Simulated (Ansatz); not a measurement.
Ansatz (a quantum-chemistry and plane-wave program) run on GeRh (Pm, 8 atoms in the cell): relaxation of the atoms.

Method of the run: LDA (PW92), default PAW files made with PBE (plane waves; Ansatz).

The change in words: one atom moved by 0.15 angstrom; relax: default → atoms; relax.f_tol: default → 0.005 eV/Å. Reference geometry:
```yaml
crystal:
  lattice:
    - [5.64434, 0.00000, 0.00000]
    - [0.00000, 3.27744, 0.00000]
    - [0.00000, 0.00000, 6.42521]
  atoms:
    - { symbol: Ge, position: [0.80826, 0.75000, 0.43643] }
    - { symbol: Ge, position: [0.19174, 0.25000, 0.56357] }
    - { symbol: Ge, position: [0.69174, 0.25000, 0.93643] }
    - { symbol: Ge, position: [0.30826, 0.75000, 0.06357] }
    - { symbol: Rh, position: [0.99544, 0.75000, 0.79662] }
    - { symbol: Rh, position: [0.00456, 0.25000, 0.20338] }
    - { symbol: Rh, position: [0.50456, 0.25000, 0.29662] }
    - { symbol: Rh, position: [0.49544, 0.75000, 0.70338] }
```

Reference input (self-consistent single point, DFT, LDA (PW92), plane waves, default PAW files made with PBE): basis.ecutwfc = 30.9 Ry; kpoints.mp_grid.grid = 4 7 3; hamiltonian.xc = lda; hamiltonian.pseudopotentials = {kind: paw} (the program's default PAW files); scf.occupations.method = gaussian; scf.occupations.width = 0.0073 Ry. This run's input differs from it in these lines:

```diff
@@ -6,3 +6,3 @@
   atoms:
-    - { symbol: Ge, position: [0.808260, 0.750000, 0.436430] }
+    - { symbol: Ge, position: [0.808260, 0.750000, 0.459776] }
     - { symbol: Ge, position: [0.191740, 0.250000, 0.563570] }
@@ -27,2 +27,4 @@
     width: 0.0073 Ry
+relax:
+  f_tol: 0.005
 output:
```

The program printed (abridged):

```
   [... SCF lines of the steps left out ...]
relax step   1: F+E_penalty+E_count = -41982.02594590 eV  Δ(F+E_penalty+E_count) = +0.000e0 eV  max|allowed force component| = 1.781e0 eV/Å  Δτ_max = 0.0000 Å  (7 SCF iters, dr2 threshold 6.25e-7 eV, accepted)
relax step   2: F+E_penalty+E_count = -41982.14006434 eV  Δ(F+E_penalty+E_count) = -1.141e-1 eV  max|allowed force component| = 5.283e-1 eV/Å  Δτ_max = 0.0895 Å  (6 SCF iters, dr2 threshold 1.00e-4 eV, accepted)
relax step   3: F+E_penalty+E_count = -41982.15724229 eV  Δ(F+E_penalty+E_count) = -1.718e-2 eV  max|allowed force component| = 1.574e-2 eV/Å  Δτ_max = 0.0432 Å  (6 SCF iters, dr2 threshold 1.74e-5 eV, accepted)
relax step   4: F+E_penalty+E_count = -41982.15724287 eV  Δ(F+E_penalty+E_count) = -5.734e-7 eV  max|allowed force component| = 1.589e-2 eV/Å  Δτ_max = 0.0000 Å  (6 SCF iters, accepted)
relax step   5: F+E_penalty+E_count = -41982.15728209 eV  Δ(F+E_penalty+E_count) = -3.923e-5 eV  max|allowed force component| = 6.017e-3 eV/Å  Δτ_max = 0.0023 Å  (6 SCF iters, accepted)
relax step   6: F+E_penalty+E_count = -41982.15728960 eV  Δ(F+E_penalty+E_count) = -7.506e-6 eV  max|allowed force component| = 8.740e-5 eV/Å  Δτ_max = 0.0006 Å  (6 SCF iters, accepted)
the relaxation is at rest under the 2 symmetry operations that the run kept from its start: a minimum is not shown …
Free energy (F): -41982.157290 eV
Internal energy: -41982.141461 eV  (E = F + TS)
E sigma→0 (E₀):  -41982.149375 eV
Entropy (-TS):   -0.015828 eV (-1.979 meV/atom)
Fermi energy:    16.929712 eV
--- Forces (eV/Å), atoms counted from 1 ---
  atom   1  Ge     0.00006755     0.00000000    -0.00000808
  atom   2  Ge    -0.00005141     0.00000000    -0.00002717
  atom   3  Ge    -0.00000918     0.00000000    -0.00005280
  atom   4  Ge     0.00000201     0.00000000     0.00001215
  atom   5  Rh     0.00002041     0.00000000     0.00006651
   [... lines left out ...]
    - { symbol: Ge, position: [0.3069545033734009, 0.75, 0.06672049631221681] }
    - { symbol: Rh, position: [0.9948266433518146, 0.75, 0.8002445268413128] }
    - { symbol: Rh, position: [0.005173444006188024, 0.25, 0.20559174465236343] }
    - { symbol: Rh, position: [0.5051731332540786, 0.25, 0.30024425503364516] }
    - { symbol: Rh, position: [0.4948268824432999, 0.75, 0.7055917328231145] }
```

The run converged.  The full log also holds: “iter 4 did not close the SCF: its close was put off for the readings that it lacked (scf_convergence_deferred on its scf_iter line)”. The full log also holds: “iter 5 did not close the SCF: its close was put off for the readings that it lacked (scf_convergence_deferred on its scf_iter line)”.

Summary of the result:
```
Property                                                 Result
-----------------------------------------------  --------------
Free energy E − TS (on the zero of these files)  -41982.1573 eV
Fermi level (on the code's own zero)                   16.93 eV
Pressure                                              -4.35 GPa
Relaxation steps                                              6
```

The starting cell comes from a database of computed structures (which also holds hypothetical and non-ambient phases and stackings), without a prior relaxation at this level. Its lattice was rescaled by up to half a per cent. For this run, on top of that: one atom moved by 0.15 angstrom. Spin polarisation is off. Ansatz's pressure includes its estimate of the finite-basis (Pulay) stress.

Cost on one core of a shared machine: roughly 2 min.

Keys are those of Ansatz 0.2.
